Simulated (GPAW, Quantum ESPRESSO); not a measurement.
A GPAW input for a self-consistent single point of ZrTi₂ (P6/mmm, 3 atoms in the cell) (DFT PBEsol, plane waves, GPAW PAW datasets PBEsol (made by gpaw-setup)):

```python
from ase import Atoms
from ase.units import GPa
from gpaw import GPAW

atoms = Atoms(['Zr', 'Ti', 'Ti'],
              cell=[[4.724410, 0.000000, 0.000000],
                    [-2.362205, 4.091459, 0.000000],
                    [0.000000, 0.000000, 3.003450]],
              positions=[[0.000000, 0.000000, 0.000000],
                         [2.362207, 1.363818, 1.501725],
                         [-0.000002, 2.727641, 1.501725]],
              pbc=True)

calc = GPAW(mode={'name': 'pw', 'ecut': 850},
            xc='PBEsol',
            kpts={'size': (8, 8, 11), 'gamma': True},
            occupations={'name': 'fermi-dirac', 'width': 0.1},
            nbands=-9,
            convergence={'density': 1e-05},
            symmetry={'symmorphic': False, 'tolerance': 0.0005},
            maxiter=100)

atoms.calc = calc

energy = atoms.get_potential_energy()
print('Energy (eV):', round(energy, 6))
forces = atoms.get_forces()
print('Forces (eV/Ang):')
print(forces.round(5))
stress = atoms.get_stress()
print('Stress (GPa, Voigt):', (stress / GPa).round(4))
```

Task: Translate this input to Quantum ESPRESSO.

Result: This is the input that was run; spellings and numerical settings could be chosen otherwise.

```fortran
&CONTROL
 calculation = 'scf',
 prefix = 'scf',
 outdir = './tmp/',
 pseudo_dir = './',
 verbosity = 'high',
 tprnfor = .true.,
 tstress = .true.,
/
&SYSTEM
 ibrav = 0,
 nat = 3,
 ntyp = 2,
 ecutwfc = 50,
 ecutrho = 400,
 occupations = 'smearing',
 smearing = 'fermi-dirac',
 degauss = 0.0073499,
 input_dft = 'pbesol',
/
&ELECTRONS
 conv_thr = 1.0d-9,
/
ATOMIC_SPECIES
Zr    91.2240  Zr_pbe_v1.uspp.F.UPF
Ti    47.8670  ti_pbe_v1.4.uspp.F.UPF
CELL_PARAMETERS {angstrom}
   4.7244099550     0.0000000000     0.0000000000
  -2.3622049775     4.0914590390     0.0000000000
   0.0000000000     0.0000000000     3.0034500000
ATOMIC_POSITIONS {crystal}
Zr    0.0000000000    0.0000000000    0.0000000000
Ti    0.6666666667    0.3333333333    0.5000000000
Ti    0.3333333333    0.6666666667    0.5000000000
K_POINTS {automatic}
8 8 11  0 0 0
```

Basis settings and potentials, where a program has them, do not carry over. This input uses DFT, PBEsol, plane waves, SSSP 1.1.2 efficiency (PBE) pseudopotentials. Both were run: pressure -3.76 GPa in GPAW and -3.75 in Quantum ESPRESSO.

On GPAW: the starting cell comes from a database of computed structures (which also holds hypothetical and non-ambient phases and stackings), without a prior relaxation at this level. Spin polarisation is off. With a pressure of about -4 GPa the cell is away from its equilibrium volume at this level.

On Quantum ESPRESSO: the starting cell comes from a database of computed structures (which also holds hypothetical and non-ambient phases and stackings), without a prior relaxation at this level. Spin polarisation is off. With a pressure of about -4 GPa the cell is away from its equilibrium volume at this level.
